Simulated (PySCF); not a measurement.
PySCF 2.14.0, WB97X/def2-svp: C[SiH2]OB(O)O, 13 atoms. The geometry is a generated start, not checked to be a minimum at this level.

| Quantity | Value |
|---|---|
| task | energy and gradient |
| method | wb97x |
| basis | def2-svp |
| two-electron scheme | exact four-centre integrals |
| mf.init_guess | minao (default) |
| mf.DIIS | CDIIS (default) |
| mf.diis_space | 8 (default) |
| mf.grids.level | 3 (default) |
| basis functions | 123 |
| grid points | 158248 |

```xyz
13

Si    -0.7750     0.8371     0.2157
C     -2.2125    -0.3102     0.6859
O      0.3715    -0.1663    -0.3527
B      1.7042    -0.2198    -0.5236
O      2.2958    -1.3271    -1.0539
O      2.4860     0.8299    -0.1645
H     -0.2953     1.5971     1.3727
H     -1.1355     1.7346    -0.8887
H     -2.5604    -0.8897    -0.1652
H     -1.9354    -1.0129     1.4674
H     -3.0527     0.2720     1.0505
H      1.6938    -2.0254    -1.3047
H      3.4154     0.6807    -0.3390
```

The reference run uses exact four-centre integrals. Each setting ran once; only counts and results are compared.

Settings tried, all else as in the reference:
- mol.max_memory = 200 MB, mf.direct_scf_tol = 1e-10
- mol.max_memory = 200 MB, mf.direct_scf_tol = 1e-06, mf.conv_tol = 1e-06 Hartree
- mol.max_memory = 200 MB, mf.direct_scf_tol = 1e-08, mf.conv_tol = 1e-06 Hartree
- mol.max_memory = 200 MB, mf.direct_scf_tol = 1e-07, mf.conv_tol = 1e-06 Hartree

Q: Which of these stay within 1.0 meV/atom in energy, 10 meV/Å in forces (largest component) of the reference run?

A: Within it: mol.max_memory = 200 MB, mf.direct_scf_tol = 1e-10; mol.max_memory = 200 MB, mf.direct_scf_tol = 1e-08, mf.conv_tol = 1e-06 Hartree; mol.max_memory = 200 MB, mf.direct_scf_tol = 1e-07, mf.conv_tol = 1e-06 Hartree. Outside: mol.max_memory = 200 MB, mf.direct_scf_tol = 1e-06, mf.conv_tol = 1e-06 Hartree.

| setting | energy against the reference | difference in forces (largest component) |
|---|---|---|
| mol.max_memory = 200 MB, mf.direct_scf_tol = 1e-10 | under 0.001 meV/atom | 0.16 meV/Å |
| mol.max_memory = 200 MB, mf.direct_scf_tol = 1e-08, mf.conv_tol = 1e-06 Hartree | +0.0016 meV/atom | 2.4 meV/Å |
| mol.max_memory = 200 MB, mf.direct_scf_tol = 1e-07, mf.conv_tol = 1e-06 Hartree | +0.0013 meV/atom | 2.4 meV/Å |
| mol.max_memory = 200 MB, mf.direct_scf_tol = 1e-06, mf.conv_tol = 1e-06 Hartree | −1.7 meV/atom | 3.8 meV/Å |

Total energies are compared; such shifts often cancel in part in energy differences. The small max_memory forces a direct SCF, where direct_scf_tol acts; the reference holds its integrals in memory. Also tried and not ranked: mol.max_memory = 200 MB, mf.direct_scf_tol = 1e-08 (ended without SCF convergence in 50 cycles); mol.max_memory = 200 MB, mf.direct_scf_tol = 1e-09 (ended without SCF convergence in 50 cycles); mol.max_memory = 200 MB, mf.direct_scf_tol = 1e-11 (same energy as a listed run); mol.max_memory = 200 MB, mf.direct_scf_tol = 1e-12 (same energy as a listed run); mol.max_memory = 200 MB (same energy as a listed run). The tolerance is a choice made for this comparison.
